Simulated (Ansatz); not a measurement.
**The (311) surface of bcc Nb in its 1x1 cell, outermost plane spacing 0.50 Å in the ideal cut**

These are PBE (plane waves to 420 eV, PAW; Ansatz, a quantum-chemistry and plane-wave program) values and carry that method's errors.

Set-up: 22 atoms, 10.5 Å thick at the start (thin: gaps and levels are the slab's own); mesh 9x5x1; 0.1 eV smearing; dipole correction on; all atoms relaxed; held to the part of the start's symmetry that mesh and held atoms allow; no spin, no spin-orbit, no U.

```json
{
  "surface energy (mean of both faces)": "2.41 J/m²",
  "surface_energy_before_relaxation": "2.61 J/m²",
  "work_function_of_the_top_face": "3.67 eV",
  "energy_released_by_relaxation": "0.92 eV",
  "cost": "around 30 core-minutes (rough)"
}
```
